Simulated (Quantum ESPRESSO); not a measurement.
Quantum ESPRESSO run on LiCd3 (P6_3/mmc, 8 atoms in the cell): self-consistent single point.

Level of theory: LDA (PZ), GBRV 1.5 ultrasoft (LDA) pseudopotentials (plane waves; Quantum ESPRESSO).

The change in words: lattice scaled by 0.98. Reference geometry:
```yaml
crystal:
  lattice:
    - [6.05392, 0.00000, 0.00000]
    - [-3.02696, 5.24285, 0.00000]
    - [0.00000, 0.00000, 4.80463]
  atoms:
    - { symbol: Li, position: [0.66667, 0.33333, 0.25000] }
    - { symbol: Li, position: [0.33333, 0.66667, 0.75000] }
    - { symbol: Cd, position: [0.83012, 0.16988, 0.75000] }
    - { symbol: Cd, position: [0.16988, 0.83012, 0.25000] }
    - { symbol: Cd, position: [0.66024, 0.83012, 0.25000] }
    - { symbol: Cd, position: [0.33976, 0.16988, 0.75000] }
    - { symbol: Cd, position: [0.83012, 0.66024, 0.75000] }
    - { symbol: Cd, position: [0.16988, 0.33976, 0.25000] }
```

Reference input (self-consistent single point, DFT, LDA (PZ), plane waves, GBRV 1.5 ultrasoft (LDA) pseudopotentials): ecutwfc = 40 Ry; ecutrho = 200 Ry; occupations = smearing; smearing = gaussian; degauss = 0.0073499 Ry; potentials = {Li: li_lda_v1.4.uspp.F.UPF, Cd: cd_lda_v1.uspp.F.UPF}; K_POINTS = automatic 5 5 5 0 0 0; conv_thr = 1e-09 Ry; mixing_beta = 0.3. This run's input differs from it in these lines:

```diff
@@ -26,10 +26,10 @@
 ATOMIC_POSITIONS bohr
-Li    5.720122602    3.302514324    2.269857290
-Li    0.000000000    6.605028649    6.809571871
-Cd    8.525041922    1.683093400    6.809571871
-Cd   -2.804919319    8.224449572    2.269857290
-Cd    2.804919319    8.224449572    2.269857290
-Cd    2.915203283    1.683093400    6.809571871
-Cd    5.720122602    6.541356172    6.809571871
-Cd    0.000000000    3.366186800    2.269857290
+Li    5.605720267    3.236464105    2.224459927
+Li    0.000000000    6.472928211    6.673379781
+Cd    8.354541257    1.649431567    6.673379781
+Cd   -2.748820990    8.059960749    2.224459927
+Cd    2.748820990    8.059960749    2.224459927
+Cd    2.856899277    1.649431567    6.673379781
+Cd    5.605720267    6.410529183    6.673379781
+Cd    0.000000000    3.298863133    2.224459927
 K_POINTS automatic
@@ -37,5 +37,5 @@
 CELL_PARAMETERS angstrom
-   6.053917049     0.000000000     0.000000000
-  -3.026958525     5.242845957     0.000000000
-   0.000000000     0.000000000     4.804627000
+   5.932838832     0.000000000     0.000000000
+  -2.966419416     5.137989145     0.000000000
+   0.000000000     0.000000000     4.708534000
```

Output (repeated stretches shortened):

```
     Self-consistent Calculation

     iteration #  1     ecut=    40.00 Ry     beta= 0.30

     negative rho (up, down):  1.203E-01 0.000E+00

     total energy              =    -715.61640008 Ry
     estimated scf accuracy    <       2.34939635 Ry

     iteration #  2     ecut=    40.00 Ry     beta= 0.30

     negative rho (up, down):  1.196E-01 0.000E+00

     total energy              =    -715.79269442 Ry
     estimated scf accuracy    <       0.19329424 Ry

     iteration #  3     ecut=    40.00 Ry     beta= 0.30

     negative rho (up, down):  1.215E-01 0.000E+00

     total energy              =    -715.84330279 Ry
     estimated scf accuracy    <       0.01356463 Ry

   [... 9 blocks of this kind left out ...]

     iteration # 13     ecut=    40.00 Ry     beta= 0.30

     negative rho (up, down):  1.232E-01 0.000E+00

     total energy              =    -715.84767868 Ry
     estimated scf accuracy    <          1.1E-09 Ry

     iteration # 14     ecut=    40.00 Ry     beta= 0.30

     negative rho (up, down):  1.232E-01 0.000E+00
     End of self-consistent calculation

     the Fermi energy is    10.7141 ev

!    total energy              =    -715.84767868 Ry
     estimated scf accuracy    <          4.8E-10 Ry
     smearing contrib. (-TS)   =      -0.00084025 Ry
     internal energy E=F+TS    =    -715.84683843 Ry

     convergence has been achieved in  14 iterations

     negative rho (up, down):  1.232E-01 0.000E+00

     Forces acting on atoms (cartesian axes, Ry/au):

     atom    1 type  1   force =     0.00000000    0.00000000    0.00000000
     atom    2 type  1   force =     0.00000000   -0.00000000    0.00000000
     atom    3 type  2   force =     0.00021152   -0.00012212   -0.00000000
     atom    4 type  2   force =    -0.00021152    0.00012212    0.00000000
     atom    5 type  2   force =     0.00021152    0.00012212   -0.00000000
   [... lines left out ...]
     Total force =     0.000598     Total SCF correction =     0.000197
   [... lines left out ...]

     negative rho (up, down):  1.232E-01 0.000E+00
          total   stress  (Ry/bohr**3)                   (kbar)     P=       -2.43
   0.00002018   0.00000000   0.00000000            2.97        0.00        0.00
   0.00000000   0.00002018   0.00000000            0.00        2.97        0.00
   0.00000000   0.00000000  -0.00008991            0.00        0.00      -13.23

   JOB DONE.
```

The run converged in 14 iterations. Against the reference run the free energy drops by 11.2 meV/atom, the pressure goes from -3.65 to -0.24 GPa and the largest force goes from 0.035 to 0.006 eV/Å. The full log also holds: “c_bands:  1 eigenvalues not converged”. The full log also holds: “SCF correction compared to forces is large: reduce conv_thr to get better values”.

The starting cell comes from a database of computed structures (which also holds hypothetical and non-ambient phases and stackings), without a prior relaxation at this level. Its lattice was rescaled by a random factor within 2.5 % of one. For this run, on top of that: lattice scaled by 0.98.

Cost on one core of a shared machine: roughly 3 min.
